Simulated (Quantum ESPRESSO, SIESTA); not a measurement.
A SIESTA input for a self-consistent single point of CoGa (Pm-3m, 2 atoms in the cell) (DFT, GGA PBE with spin-orbit coupling, numerical atomic orbitals DZP, PseudoDojo PBE fully relativistic norm-conserving potentials (rewritten from UPF to PSML)):

```
# files in the folder: Ga.psml Co.psml (PseudoDojo PBE fully relativistic)
SystemName  CoGa
SystemLabel CoGa

NumberOfAtoms                2
NumberOfSpecies              2
%block ChemicalSpeciesLabel
  1 31 Ga
  2 27 Co
%endblock ChemicalSpeciesLabel
LatticeConstant              1.0 Ang
%block LatticeVectors
     2.880000000    0.000000000    0.000000000
     0.000000000    2.880000000    0.000000000
     0.000000000    0.000000000    2.880000000
%endblock LatticeVectors
AtomicCoordinatesFormat      Bohr
%block AtomicCoordinatesAndAtomicSpecies
     2.721205619    2.721205619    2.721205619  1
     0.000000000    0.000000000    0.000000000  2
%endblock AtomicCoordinatesAndAtomicSpecies

XC.functional                GGA
XC.authors                   PBE
PAO.BasisSize                DZP
PAO.EnergyShift              0.01 Ry
MeshCutoff                   400 Ry
%block kgrid.MonkhorstPack
    8   0   0  0.0
    0   8   0  0.0
    0   0   8  0.0
%endblock kgrid.MonkhorstPack
OccupationFunction           FD
ElectronicTemperature        0.1 eV
Spin                         spin-orbit
%block DM.InitSpin
  1 0.00 0.00 0.00
  2 0.00 0.00 0.00
%endblock DM.InitSpin

MaxSCFIterations             150
SCF.Mixer.Method             Pulay
SCF.Mixer.Weight             0.1
SCF.Mixer.History            8
SCF.DM.Tolerance             1.0E-04
Diag.ParallelOverK           true
WriteForces                  true
```

Translate this input to Quantum ESPRESSO.

One input that does it (others would too):

```fortran
&CONTROL
 calculation = 'scf'
 prefix = 'scf'
 outdir = './tmp'
 pseudo_dir = './'
 tprnfor = .true.
 tstress = .true.
/
&SYSTEM
 ibrav = 0
 nat = 2
 ntyp = 2
 ecutwfc = 100
 occupations = 'smearing'
 smearing = 'fermi-dirac'
 degauss = 0.0073499
 noncolin = .true.
 lspinorb = .true.
/
&ELECTRONS
 conv_thr = 1.0e-11
 mixing_beta = 0.7
/
ATOMIC_SPECIES
Ga    69.7230  Ga.upf
Co    58.9332  Co.upf
ATOMIC_POSITIONS {crystal}
Ga    0.5000000000    0.5000000000    0.5000000000
Co    0.0000000000    0.0000000000    0.0000000000
K_POINTS {automatic}
8 8 8  0 0 0
CELL_PARAMETERS {bohr}
   5.4424112389     0.0000000000     0.0000000000
   0.0000000000     5.4424112389     0.0000000000
   0.0000000000     0.0000000000     5.4424112389
```

Basis, cutoffs, solver keys and any potentials are the target program's own. This input uses DFT, PBE, spin-orbit coupling, plane waves, PseudoDojo fully relativistic norm-conserving (PBE) pseudopotentials.

The starting cell has typed, rounded lattice constants, without a prior relaxation at this level.
